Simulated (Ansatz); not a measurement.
The starting structures come from a database of crystals and need not be the phases stable at ambient conditions.

Tunnelling through a barrier is set by its complex band structure: the current falls as exp(−2κd) with the smallest κ.

Consider the following.

```
BaTiO3
1.0
    5.69651     0.00000     0.00000
   -2.84825     4.93332     0.00000
    2.84826     1.64444     2.40563
Ba Ti O
1 1 3
Direct
  0.99972   0.99986   0.00042
  0.97334   0.48667   0.53999
  0.53133   0.02028   0.95762
  0.02210   0.51105   0.95762
  0.53133   0.51105   0.95762
```

Space group of this cell: R3m. The cell is strained (lengths along the current scaled by 1.03, ions clamped); by r2SCAN its mean pressure is -6.1 GPa.

Transport runs along the normal of the first two printed cell vectors, the (001) (indices of the unstrained crystal) plane of the conventional cell.

The gap is the functional's own, uncorrected, and κ follows it; spin-orbit coupling is left out. Mid-gap values are interpolated between the computed energies.

Q: State the band gap and the smallest decay constant κ at mid-gap according to r2SCAN (Ansatz, an electronic-structure program).

A: Gap 2.65 eV on a 12×12×12 mesh; κ = 0.377 1/Å, at (0.167, 0.000) of the in-plane reciprocal vectors. At the zone centre, at the nearest computed energy, the slowest state has κ = 0.39 1/Å.
